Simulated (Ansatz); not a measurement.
The starting structures come from a database of crystals and need not be the phases stable at ambient conditions.

Crystal: Bi2O3 (P31c, not sure to be the ambient phase, 20 atoms a cell, 15.8 Å³ an atom); planes in its conventional cell.

These are PBEsol (plane waves, PAW; Ansatz, a program for electronic structure) values and carry that method's errors.

No gap correction and no spin-orbit coupling; mid-gap values are interpolated between computed energies.

| plane | area of the cell (Å²) | mid-gap κ (1/Å) | largest κ in the gap (1/Å) |
|---|---|---|---|
| (001) | 52.2 | 0.19 | 0.19 |
| (100) | 46.9 | … | … |

### Question
The slowest decay depends on the direction. Supply the withheld values.

### Answer

- (100), mid-gap κ (1/Å): 0.24
- (100), largest κ in the gap (1/Å): 0.28
